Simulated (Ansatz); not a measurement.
# HgS under a change: uniaxial strain ε_zz = +0.50 %

Consider HgS in the zinc blende structure (space group F-43m, No. 216; a = 5.812 Å). Axes: x, y, z lie along the cube axes.

The change: the cell is stretched by 0.50 % along z with no lateral relaxation; the atoms relax in the strained cell.

Method: Ansatz (a quantum-chemistry and plane-wave program) LDA, no SOC. Settings: 10×10×10 k-points, 0.05 eV Fermi–Dirac smearing.

Volume per atom: 24.66 Å³ (base 24.54 Å³)
Space group: I-4m2 (No. 119) (base F-43m (No. 216))
Shortest interatomic distance: 2.521 Å (base 2.517 Å)
Energy relative to the base (free energy F): +0.1 meV/atom
Pressure (mean of the normal stresses, compression positive): -0.3 GPa (base 0.0 GPa)
Band gap: zero (base zero)
Stress (xx, yy, zz, yz, xz, xy; compression positive): (-0.3, -0.3, -0.4, 0.0, 0.0, 0.0) GPa (rough)

Cost of the whole job for the changed cell (relaxation, final SCF and bands): very roughly 14 core-seconds.

The mesh was chosen for an insulator and is coarse for the gapless case. Without a gap, meshes like the base's 10×10×10 leave anisotropic stresses uncertain by several tenths of a GPa, and small strain energies with them. With Hg present, leaving out spin-orbit coupling can change the band edges. No phonon test of stability was made. The final runs are not spin-polarised. A zero or small gap of HgS can be the functional's error rather than a property of the material.
